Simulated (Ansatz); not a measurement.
## Computed paths: interstitial C in silicon, neutral cell

Defect migration in silicon: interstitial C, neutral cell. These are PBE, PAW (plane waves to 420 eV; Ansatz, a first-principles code) values and carry that method's errors.

Cell of 64 host sites held at the relaxed PBE lattice; a 2×2×2 k-point mesh shifted by half a step; Fermi-Dirac width 0.01 eV, spin-restricted; finite-size errors left in. No zero-point or tunnelling terms. The charge state is imposed; whether it is stable for some Fermi level was not computed. Sites that were not tried may lie lower.

Barriers: single points on a 3×3×3 k-point mesh shifted by half a step at the bands' geometries.

```json
[
 {"Route": "several atoms move together, C the farthest", "Start site over the lowest site run (eV)": "0.00", "Hop (Å)": "1.41", "Forward barrier (eV)": "0.48", "Backward barrier (eV)": "0.48", "Neighbours at the start": "Si at 1.75, 2 Si at 1.82 Å", "Neighbours at the saddle": "2 Si at 1.87, 2 Si at 2.05 Å", "Saddle order": "not checked, on a symmetry element", "Forward, on the band's own sampling (eV)": "0.46"}
]
```

Paths come from nudged elastic bands with a climbing image.  A band can be held on a symmetry element, so unchecked saddle points there may be too high. A further band (several atoms move together, C the farthest, 2.10 Å) gave 1.05 eV forward on its own sampling, 1.05 eV above the lowest site run, but at one of its points the charge lies in the host's bands or the defect's levels are part-filled, so it is not taken as a result. A further band (several atoms move together, C the farthest, 1.55 Å) gave 0.51 eV forward on its own sampling, 0.51 eV above the lowest site run, but a shoulder points to a second hump between its images, so it is not taken as a result.
